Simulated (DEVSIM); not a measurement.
Structure: Ni/SiO2/p-GaSb capacitor, at 300 K.

Layer 1 from the left is SiO2, thickness (nm) 1.70. Layer 2 from the left is GaSb, thickness (nm) 1400, Na (cm⁻³) 1.8e17.

Metal gate on the left, work function 5.1 eV. Fixed charge at the semiconductor interface 0 cm⁻² (in units of +e); no interface traps.

Constants are typed, rounded textbook-type inputs, not results; the design itself was drawn at random and stands for no fabricated device. Values at 300 K.

SiO2: gap (eV) 9, affinity (eV) 0.9, permittivity 3.9. GaSb: gap (eV) 0.726, affinity (eV) 4.06, permittivity 15.7, Nc (cm⁻³) 2.1e17, Nv (cm⁻³) 1.8e19.

Simulated with DEVSIM: 1D Poisson equation in equilibrium, Boltzmann statistics, complete ionisation; no quantum confinement or tunnelling. Metal contacts follow the ideal Schottky-Mott rule: no Fermi-level pinning, no interface dipoles.

Q: What does the simulation give for the minimum of the low-frequency capacitance, the flat-band voltage?

A: minimum of the low-frequency capacitance 0.190 μF/cm²; flat-band voltage 0.43 V.
